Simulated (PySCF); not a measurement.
PySCF 2.14.0, BP86/def2-svp, df: Nb(O)(Cl)3 ([O]=[Nb]([Cl])([Cl])[Cl]), 5 atoms. The geometry is a generated start, not checked to be a minimum at this level.

```
Property                                            Result
-------------------------  -------------------------------
task                                                energy
method                                                bp86
basis                                             def2-svp
two-electron scheme                        density fitting
mol.max_memory                                     3000 MB
mf.max_cycle                                           100
mf.init_guess                              minao (default)
mf.DIIS                                    CDIIS (default)
mf.conv_tol                                1e-09 (default)
mf.grids.level                                 3 (default)
effective core potentials  those of the basis set, past Kr
basis functions                                         99
grid points                                          93160
```

```xyz
5

Nb     0.1385    -0.0607    -0.0672
O      1.5397    -0.6779    -0.7546
Cl     0.5167     0.9300     1.8567
Cl    -0.8360     1.4303    -1.3540
Cl    -1.3588    -1.6216     0.3190
```

Charge 0 and multiplicity 1 are set for this test and not shown to be the ground state.

One run each on 2 threads, 1 BLAS thread. Values of diis_space tried: 3, 5, 8 (default), 12, 20.

**Question.** Which value of diis_space needs the fewest Fock builds, and what happens away from it?

**Answer.** Fewest Fock builds, within one of each other: 8 (default) with 18, 12 with 18, 20 with 18. The count rises to 52 at 3. All converge to one solution.

| diis_space | Fock builds | end |
|---|---|---|
| 3 | 52 | same solution |
| 5 | 21 | same solution |
| 8 (default) | 18 | same solution |
| 12 | 18 | same solution |
| 20 | 18 | same solution |
